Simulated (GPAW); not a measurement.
**A worked fit of the energy against the cutoff, with one run withheld: MoS2 (R3m, 3 atoms in the cell)**

```yaml
crystal:
  lattice:
    - [1.60011, 0.92382, 6.51451]
    - [-1.60011, 0.92382, 6.51451]
    - [0.00000, -1.84765, 6.51451]
  atoms:
    - { symbol: Mo, position: [0.00234, 0.00234, 0.00234] }
    - { symbol: S, position: [0.41294, 0.41294, 0.41294] }
    - { symbol: S, position: [0.25330, 0.25330, 0.25330] }
```

Method of the run: PBE, GPAW PAW datasets PBE (gpaw-data 1.0.1) (plane waves; GPAW).

Base settings: mode = pw; ecut = 600 eV; xc = PBE; kpts = 3 3 3; mesh shift (steps) = 0 0 0; occupations.name = fermi-dirac; occupations.width = 0.01 eV; nbands = -4; convergence.bands = -2; symmetry.symmorphic = false.

The last step of the ladder, which sets the zero, is ecut = 1440 eV.

The starting cell comes from a database of computed structures (which also holds hypothetical and non-ambient phases and stackings), without a prior relaxation at this level. Its lattice was rescaled by up to half a per cent. One atom was moved a little off its site on purpose. Forces in the cell shown exceed 1 eV/Å.

An empirical form for the window shown: the miss falls exponentially with the largest wave vector, which goes as √cutoff: ln(ΔF) = a + b·√cutoff.

| ecut | √cutoff (√eV) | F less the last step's (meV/atom) | ln of it |
|---|---|---|---|
| 210 eV | 14.491 | 323.64 | 5.780 |
| 240 eV | 15.492 | 231.07 | 5.443 |
| 270 eV | 16.432 | 153.12 | 5.031 |
| 300 eV | 17.321 | ? | ? |
| 330 eV | 18.166 | 59.10 | 4.079 |

Task: Fit the line to the 4 rows given and predict the withheld one.

Result: Means: x̄ = 16.145, ȳ = 5.0832. Σ(x − x̄)(y − ȳ) = -3.432 and Σ(x − x̄)² = 7.329, so b = -0.4683 and a = ȳ − b·x̄ = 12.644; ΔF halves for each 1.48 in √cutoff. The largest residual of the fitted rows is 0.082. At x = 17.321 the line gives 4.533, that is 93.0 meV/atom. The run gave 95.81 meV/atom, a miss of 2.81 meV/atom (3 %). The table is a window of a longer ladder. The rows were chosen because the form fits them, the withheld one included, so this shows the method and is no test of the form.

Left out of this page: 10 runs of the series outside the window shown, repeating another row's setting, or not comparable.
